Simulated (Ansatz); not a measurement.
Consider the following.

```
CdTe
1.0
    4.64161     0.00000     0.00000
   -2.32081     4.01975     0.00000
    2.32081    -1.33992     3.78986
Cd Te
1 1
Cartesian
  0.00000   0.00000   0.00000
  0.00000   2.67984   0.94746
```

Space group of this cell: F-43m, zinc blende. The cell is taken as given.

Level of theory: r2SCAN (plane waves, PAW; Ansatz, an electronic-structure program).

The current runs along the normal of the first two printed vectors; no spin-orbit coupling. Scaled by the factor s: all lengths (ions clamped). Meshes 8×8×8 and 12×12 across the current in all rows.

```json
[
 {"s": "0.98", "mean pressure (GPa)": "2.7", "band gap (eV)": "?"},
 {"s": "1.00", "mean pressure (GPa)": "-0.1", "band gap (eV)": "1.16"},
 {"s": "1.02", "mean pressure (GPa)": "-2.2", "band gap (eV)": "0.97"}
]
```

Problem. Take the slope of the band gap against ln s from the two given rows, extrapolate to s = 0.98, and say what the run there gives.

Solution. Slope = (0.97 − 1.16) / ln 1.02 = -9.59 eV. The line gives 1.16 + (-9.59) × ln 0.98 = 1.35 eV. The run gives 1.35 eV, as the line does.
